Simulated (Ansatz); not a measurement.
KTaO$_{3}$ (Pm-3m), r2SCAN with spin-orbit coupling, rigid bands in Ansatz (an electronic-structure program): N_c = 1.86e19 cm⁻³ at 300 K and an electron conductivity mass of 0.484 mₑ.

Q: For 1e16 electrons per cm³ at 300 K, place the Fermi level, estimate the Seebeck coefficient of a parabolic band with constant τ, and give mobility and conductivity for τ = 10 fs.

A: The level lies k_BT ln(N_c/n) = 0.195 eV below the conduction-band minimum. S ≈ −(k_B/e)[ln(N_c/n) + 5/2] = -864 μV/K, against -871 μV/K from the full bands (mean over directions). μ = eτ/m = 36.3 cm²/(V·s) and σ = neμ = 0.0582 S/cm. τ is assumed, not computed.

Band transport and this doping are assumed; polarons and phonon drag are left out.
